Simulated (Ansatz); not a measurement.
Results of r²SCAN in Ansatz (plane waves, PAW) for BN (model structure, started from the MgO type, Pm-3n, No. 223, 12 atoms in the cell).

Input file:

Ansatz 0.2 input:
```yaml
crystal:
  lattice:
    - [4.4193614914, 0.0, 0.0]
    - [0.0, 4.4193614914, 0.0]
    - [0.0, 0.0, 4.4193614914]
  atoms:
    - { symbol: B, position: [0.25, 0.0, 0.5] }
    - { symbol: B, position: [0.75, 0.0, 0.5] }
    - { symbol: B, position: [0.5, 0.75, 0.0] }
    - { symbol: B, position: [0.5, 0.25, 0.0] }
    - { symbol: B, position: [0.0, 0.5, 0.75] }
    - { symbol: B, position: [0.0, 0.5, 0.25] }
    - { symbol: N, position: [0.25, 0.5, 0.0] }
    - { symbol: N, position: [0.75, 0.5, 0.0] }
    - { symbol: N, position: [0.0, 0.75, 0.5] }
    - { symbol: N, position: [0.0, 0.25, 0.5] }
    - { symbol: N, position: [0.5, 0.0, 0.75] }
    - { symbol: N, position: [0.5, 0.0, 0.25] }
basis:
  ecutwfc: 560
  ecutrho_ratio: 4
  xc_grid: 3
kpoints:
  mp_grid: { grid: [8, 8, 8] }
  band_path:
    path:
      - [0.0, 0.0, 0.0]
      - [0.0, 0.083333, 0.0]
      - [0.0, 0.166667, 0.0]
      - [0.0, 0.25, 0.0]
      - [0.0, 0.333333, 0.0]
      - [0.0, 0.416667, 0.0]
      - [0.0, 0.5, 0.0]
      - [0.083333, 0.5, 0.0]
      - [0.166667, 0.5, 0.0]
      - [0.25, 0.5, 0.0]
      - [0.333333, 0.5, 0.0]
      - [0.416667, 0.5, 0.0]
      - [0.5, 0.5, 0.0]
      - [0.45, 0.45, 0.0]
      - [0.4, 0.4, 0.0]
      - [0.35, 0.35, 0.0]
      - [0.3, 0.3, 0.0]
      - [0.25, 0.25, 0.0]
      - [0.2, 0.2, 0.0]
      - [0.15, 0.15, 0.0]
      - [0.1, 0.1, 0.0]
      - [0.05, 0.05, 0.0]
      - [0.041667, 0.041667, 0.041667]
      - [0.083333, 0.083333, 0.083333]
      - [0.125, 0.125, 0.125]
      - [0.166667, 0.166667, 0.166667]
      - [0.208333, 0.208333, 0.208333]
      - [0.25, 0.25, 0.25]
      - [0.291667, 0.291667, 0.291667]
      - [0.333333, 0.333333, 0.333333]
      - [0.375, 0.375, 0.375]
      - [0.416667, 0.416667, 0.416667]
      - [0.458333, 0.458333, 0.458333]
      - [0.5, 0.5, 0.5]
      - [0.45, 0.5, 0.45]
      - [0.4, 0.5, 0.4]
      - [0.35, 0.5, 0.35]
      - [0.3, 0.5, 0.3]
      - [0.25, 0.5, 0.25]
      - [0.2, 0.5, 0.2]
      - [0.15, 0.5, 0.15]
      - [0.1, 0.5, 0.1]
      - [0.05, 0.5, 0.05]
      - [0.5, 0.5, 0.416667]
      - [0.5, 0.5, 0.333333]
      - [0.5, 0.5, 0.25]
      - [0.5, 0.5, 0.166667]
      - [0.5, 0.5, 0.083333]
    npoints: 1
hamiltonian:
  xc: r2scan
  dispersion: none
  pseudopotentials: { kind: paw }
scf:
  occupations: { method: fermi_dirac, width: 0.01 }
  convergence: { dr2_threshold: 0.0000000012 }
output:
  forces: true
  stress: true
  eigenvalues: true
  write_bands: true
```

Excerpt of the program's output:

```
Crystal: 12 atoms, lattice volume = 86.313 Å³
Basis set: ecut = 560 eV, 2553 PW (Γ), exchange–correlation on 108×108×108 points (27 copies of the dense FFT grid, shifted against one another)
Bands: 36, of which v1, the nominal top of the filled ones, is band 24 counted from 1 (23 counted from 0)
Symmetry: 48 space group operations
Space group: Pm-3n (ITA 223), of the structure as read, at distance tolerance 4.4e-5 Å
k-points: 35 of 512
Functional: x = r2scan, c = r2scan; τ floored in thin density (d = 2e-4 eV/Å³)
SCF iter   1: F=—  HF=-3259.856762 eV  |F-HF|=—  |Δ(HF+E_count)|=         —  Δρ=9.56e-3  dr2=4.61e-2  dr2_τ=1.94e0
SCF iter   2: F=—  HF=-3260.405735 eV  |F-HF|=—  |Δ(HF+E_count)|=   5.49e-1  Δρ=7.06e-3  dr2=2.39e-2  dr2_τ=6.20e-4
  ...
SCF iter   8: F=—  HF=-3260.410066 eV  |F-HF|=—  |Δ(HF+E_count)|=   1.35e-8  Δρ=3.02e-6  dr2=5.55e-9  dr2_τ=2.37e-10
SCF iter   9: F=-3260.410066 eV  HF=-3260.410066 eV  |F-HF|=4.55e-12  |Δ(HF+E_count)|=  7.28e-10  Δρ=8.09e-7  dr2=3.71e-10  dr2_τ=2.07e-11
SCF 1 converged in 9 iterations: F = -3260.410066 eV  dr2 = 3.71e-10
SCF converged after 9 iterations
Free energy (F): -3260.410066 eV
Internal energy: -3260.410066 eV  (E = F + TS)
E sigma→0 (E₀):  -3260.410066 eV
Fermi energy:    10.756355 eV
--- Stress (GPa, compression-positive) ---
        0.207733      -0.000000       0.000000
        0.000000       0.207733       0.000000
        0.000000       0.000000       0.207733
  P = ⅓ Tr σ = 0.2077 GPa (2.077 kbar)
```

The PAW data were made under PBE.

Note: the relaxation could raise the start's symmetry but not lower it, so the cell can be a saddle point. Note: cell and atoms aren't relaxed at this level (pressure 0.2 GPa).

It cost roughly 30 core-seconds of CPU time.

A model structure was made by putting elements into a prototype or built by hand; it is no filed structure, need not be a known phase, and can be a saddle point held by its symmetry.

Ansatz is a program for electronic structure.
